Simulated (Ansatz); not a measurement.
Worked example: self-consistent single point of Sn (Fd-3m, 2 atoms in the cell) in Ansatz (a first-principles code).

Level of theory: LDA (PW92), PAW files made with PBE (plane waves; Ansatz).

```xyz
2
Lattice="0.0000 3.3310 3.3310 3.3310 0.0000 3.3310 3.3310 3.3310 0.0000" Properties=species:S:1:pos:R:3 pbc="T T T"
Sn     0.0000     0.0000     0.0000
Sn     1.6655     1.6655     1.6655
```

Reference input (self-consistent single point, DFT, LDA (PW92), plane waves, PAW files made with PBE): basis.ecutwfc = 420 eV; kpoints.mp_grid.grid = 9 9 9; hamiltonian.xc = lda; hamiltonian.pseudopotentials = {kind: paw} (an earlier, softer set of the program's PAW files); scf.occupations.method = fermi_dirac; scf.occupations.width = 0.136 eV. This run's input differs from it in these lines:

Ansatz 0.2 input:
```diff
@@ -11,3 +11,3 @@
 kpoints:
-  mp_grid: { grid: [9, 9, 9] }
+  mp_grid: { grid: [7, 7, 7] }
 hamiltonian:
```

The program printed (abridged):

```
SCF iter   1: F=—  HF=-11759.193096 eV  |F-HF|=—  |Δ(HF+E_count)|=         —  Δρ=1.99e-2  dr2=3.37e-1  ethr=3.10e-3  ⟨swp⟩=5.8  Hψ=1891  notcnv=0
all-band conjugate gradients solve this SCF's bands
preconditioner: auto → Kerker (q_TF=auto, 2.321 Å⁻¹)
SCF iter   2: F=—  HF=-11759.126068 eV  |F-HF|=—  |Δ(HF+E_count)|=   6.70e-2  Δρ=1.26e-2  dr2=1.59e-1  ethr=1.20e-3  ⟨swp⟩=1.6  Hψ=536  notcnv=0
SCF iter   3: F=—  HF=-11759.083192 eV  |F-HF|=—  |Δ(HF+E_count)|=   4.29e-2  Δρ=2.84e-3  dr2=1.63e-2  ethr=5.67e-4  ⟨swp⟩=1.4  Hψ=380  notcnv=0
SCF iter   4: F=—  HF=-11759.080841 eV  |F-HF|=—  |Δ(HF+E_count)|=   2.35e-3  Δρ=1.44e-3  dr2=2.98e-3  ethr=5.83e-5  ⟨swp⟩=2.0  Hψ=439  notcnv=0
SCF iter   5: F=—  HF=-11759.081081 eV  |F-HF|=—  |Δ(HF+E_count)|=   2.40e-4  Δρ=2.79e-4  dr2=7.03e-5  ethr=1.06e-5  ⟨swp⟩=2.0  Hψ=440  notcnv=0
SCF iter   6: F=—  HF=-11759.081096 eV  |F-HF|=—  |Δ(HF+E_count)|=   1.51e-5  Δρ=5.11e-5  dr2=1.60e-6  ethr=2.51e-7  ⟨swp⟩=2.1  Hψ=458  notcnv=0
SCF iter   7: F=-11759.081099 eV  HF=-11759.081099 eV  |F-HF|=8.29e-8  |Δ(HF+E_count)|=   2.41e-6  Δρ=7.95e-6  dr2=3.73e-8  ethr=3.57e-10  ⟨swp⟩=5.7  Hψ=1913  notcnv=0
SCF 1 converged in 7 iterations: F = -11759.081099 eV  dr2 = 3.73e-8
Free energy (F): -11759.081099 eV
Internal energy: -11759.056053 eV  (E = F + TS)
E sigma→0 (E₀):  -11759.068576 eV
Entropy (-TS):   -0.025045 eV (-12.523 meV/atom)
Fermi energy:    6.487894 eV
--- Forces (eV/Å), atoms counted from 1 ---
  atom   1  Sn    -0.00000000     0.00000000     0.00000000
  atom   2  Sn     0.00000000     0.00000000    -0.00000000
--- Stress (GPa, compression-positive) ---
       -2.991037       0.000000      -0.000000
        0.000000      -2.991037       0.000000
        0.000000       0.000000      -2.991037
  P = ⅓ Tr σ = -2.9910 GPa (-29.910 kbar)
  The stress holds the Pulay correction. Without it, at fixed plane waves, as pw.x and ABINIT print it: P = -2.9976 GPa
```

The run converged in 7 iterations. Against the reference run the free energy goes up by 4.4 meV/atom and the pressure moves little (-3.06 to -2.99 GPa).

The starting cell comes from a database of computed structures (which also holds hypothetical and non-ambient phases and stackings), without a prior relaxation at this level. Its lattice was rescaled by a random factor within 2.5 % of one. Ansatz's pressure includes its estimate of the finite-basis (Pulay) stress.
